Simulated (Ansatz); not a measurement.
Base system: KBr in the rock salt structure (space group Fm-3m, No. 225).

```
KBr
1.0
    0.00000     3.27453     3.27453
    3.27453     0.00000     3.27453
    3.27453     3.27453     0.00000
K Br
1 1
Cartesian
  0.00000   0.00000   0.00000
  3.27453   3.27453   3.27453
```

Cartesian axes are those of the cell as printed.

Computed with PBEsol (Ansatz, a quantum-chemistry and plane-wave program), spin-orbit coupling left out.

For the base:

The band gap is 4.34 eV and the electron mass is 0.37 mₑ (at Γ).

The change: biaxial strain −2.50 %, plane normal [001], relaxed out of plane (Cartesian); in-plane vectors clamped, the third vector and the atoms free.

Problem. Predict the new band gap, in-plane stress, electron mass and out-of-plane strain.

Solution. The band gap grows by 0.10 eV, from 4.34 eV to 4.44 eV; the mean in-plane stress (compression positive) is +1.2 GPa; the electron mass becomes 0.34 mₑ out of plane, 0.37 mₑ in plane (at Γ) (base: 0.37 mₑ (at Γ)); the out-of-plane strain is +0.68 %.

Effective masses come from finite differences of ±0.01 Å⁻¹. Stability against distortions was not tested.
